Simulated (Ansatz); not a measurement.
**Effect of biaxial strain −3.23 %, plane normal [001], relaxed out of plane on Ru**

The parent structure is Ru in the hcp (Mg type) structure (space group P6_3/mmc, No. 194; a = 2.6919 Å, c = 4.2457 Å). Axes: x lies along a and z along c of the hexagonal cell.

It is then changed as follows: compressive biaxial strain of 3.23 % in the plane normal to [001], as in epitaxy on a mismatched substrate; the out-of-plane cell vector and the atoms relax.

Level of theory: Ansatz (a quantum-chemistry and plane-wave program) PBEsol, no spin-orbit coupling. Settings: 20×20×11 k-points, 0.05 eV Fermi–Dirac smearing.

- Volume per atom = 12.70 Å³ (base 13.32 Å³)
- Shortest interatomic distance = 2.605 Å (base 2.631 Å)
- Pressure (mean of the normal stresses, compression positive) = 18.9 GPa (base 0.0 GPa)
- Band gap = zero (base zero)
- Out-of-plane strain = +1.80 % (rough)
- Mean in-plane stress (compression positive) = +28.4 GPa (rough)

Final structure (turned so that z lies along the plane normal):

```yaml
crystal:
  lattice:
    - [2.60493, 0.00000, 0.00000]
    - [1.30246, 2.25593, 0.00000]
    - [0.00000, 0.00000, 4.32210]
  atoms:
    - { symbol: Ru, position: [0.33333, 0.33333, 0.75000] }
    - { symbol: Ru, position: [0.66667, 0.66667, 0.25000] }
```

Cost of the whole job for the changed cell (relaxation, final SCF and bands): roughly 30 core-seconds.

Without a gap, meshes like the base's 20×20×11 leave anisotropic stresses uncertain by several tenths of a GPa, and small strain energies with them. No phonon test of stability was made. All final runs are without spin polarisation.
